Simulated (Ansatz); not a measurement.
The starting structures come from a database of crystals and need not be the phases stable at ambient conditions.

The decay constant κ of evanescent states in the gap governs leakage through a thin film.

Data:

```
CELL_PARAMETERS angstrom
      6.98775     0.00000     0.00000
      0.00000     8.58887     0.00000
      1.70192     0.00000     4.48567
ATOMIC_POSITIONS crystal
  Sn 0.50000 0.50000 0.50000
  Sn 0.00000 0.00000 0.50000
  Se 0.68542 0.15045 0.13418
  Se 0.31458 0.84955 0.86582
  Se 0.81458 0.65045 0.86582
  Se 0.18542 0.34955 0.13418
  O  0.74094 0.06169 0.41357
  O  0.25906 0.93831 0.58643
  O  0.75906 0.56169 0.58643
  O  0.24094 0.43831 0.41357
  O  0.30275 0.65736 0.77727
  O  0.69725 0.34264 0.22273
  O  0.19725 0.15736 0.22273
  O  0.80275 0.84264 0.77727
  O  0.08097 0.84487 0.15221
  O  0.91903 0.15513 0.84779
  O  0.41903 0.34487 0.84779
  O  0.58097 0.65513 0.15221
```

Space group of this cell: P2_1/c. The cell is taken as given; by r2SCAN its mean pressure is -0.7 GPa.

Transport runs along the normal of the first two printed cell vectors.

The gap is the functional's own, uncorrected, and κ follows it; spin-orbit coupling is left out. Mid-gap values are interpolated between the computed energies.

Problem. Predict the band gap and the smallest decay constant κ at mid-gap from Ansatz (a program for electronic structure) with r2SCAN.

Solution. Gap 4.02 eV on a 6×4×8 mesh; κ = 0.441 1/Å, at (0.500, 0.000) of the in-plane reciprocal vectors. At the zone centre, at the nearest computed energy, the slowest state has κ = 0.51 1/Å.
